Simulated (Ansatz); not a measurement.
**YN: response to strain**

Start from YN in the rock salt structure (space group Fm-3m, No. 225; a = 4.856 Å).

Strains are applied to the cell and any free atomic positions relax.

Calculations: Ansatz (an electronic-structure program), PBEsol, PAW, cutoff 420 eV, no spin-orbit coupling.

Computed cases, in order: isotropic strain −3.00 %; isotropic strain −2.05 %; the unstrained base; isotropic strain +0.99 %.

Between which two neighbouring cases does the band gap open or close?

Between isotropic strain −2.05 % (zero) and the unstrained base (0.08 eV). The whole series: isotropic strain −3.00 %: zero; isotropic strain −2.05 %: zero; the unstrained base: 0.08 eV; isotropic strain +0.99 %: 0.13 eV.

The mesh was chosen for an insulator and is coarse for the gapless case. Whether these cells are dynamically stable was not tested. The final runs are not spin-polarised. The zero or small gap of YN can change with the level of theory.
